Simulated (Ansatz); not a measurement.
## Pressure series in hypothetical P4/nmm BeS

The parent structure is BeS (space group P4/nmm, No. 129; a = 3.452 Å, c = 5.621 Å; a hypothetical phase, not in the database extracts checked; layered, stacked along the Cartesian z axis).

Cell and atoms are relaxed at each pressure.

Levels (all Ansatz, a first-principles code, PAW): PBEsol (420 eV, without spin-orbit coupling); HSE06 (420 eV, no SOC).

Band gaps by level, all at the geometries relaxed with PBEsol:

```tsv
case	PBEsol	HSE06
base	3.39 eV	4.48 eV
pressure 0.3 GPa	3.28 eV	4.37 eV
pressure 0.7 GPa	3.18 eV	4.26 eV
pressure 1.5 GPa	2.96 eV	4.04 eV
pressure 3 GPa	2.62 eV	3.68 eV
pressure 5 GPa	2.28 eV	3.34 eV
pressure 7.5 GPa	1.97 eV	3.02 eV
pressure 10 GPa	1.73 eV	2.78 eV
```

Single points use the geometry relaxed with PBEsol. The hybrid gap comes from the SCF mesh plus the semilocal run's edge points and a few special points and is an upper bound. Load acts through the strain it causes; cell and atoms are relaxed under it. Whether these cells are dynamically stable was not tested. Competing high-pressure phases were not computed. The base started in Pnma and relaxed to P4/nmm at this level. No dispersion term is included in the PBEsol runs.
